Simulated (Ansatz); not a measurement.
A computed series for PbSe: response to strain

Take PbSe in the rock salt structure (space group Fm-3m, No. 225; a = 6.178 Å) as the base. Axes: x, y, z lie along the cube axes.

Strains are applied to the cell and any free atomic positions relax; under biaxial strain the out-of-plane vector relaxes too.

Level of theory: r2SCAN/PAW in Ansatz (an electronic-structure program), without spin-orbit coupling, earlier PAW set.

Question: Only one of these has a direct gap. Which?
A. isotropic strain −1.99 %
B. biaxial strain −0.55 %, plane normal [111], relaxed out of plane
C. biaxial strain +0.67 %, plane normal [111], relaxed out of plane
D. strain tensor (xx, yy, zz, yz, xz, xy) = (+0.24, −0.83, +0.23, +0.14, +0.49, −0.50) %

Answer: A, isotropic strain −1.99 %. Computed: strain tensor (xx, yy, zz, yz, xz, xy) = (+0.24, −0.83, +0.23, +0.14, +0.49, −0.50) %: indirect, Y → R; biaxial strain +0.67 %, plane normal [111], relaxed out of plane: indirect, L → T; isotropic strain −1.99 %: direct at L; biaxial strain −0.55 %, plane normal [111], relaxed out of plane: indirect, T → L

With Pb present, leaving out spin-orbit coupling can change the band edges. Whether these cells are dynamically stable was not tested. k-point labels follow each cell's own Brillouin zone.
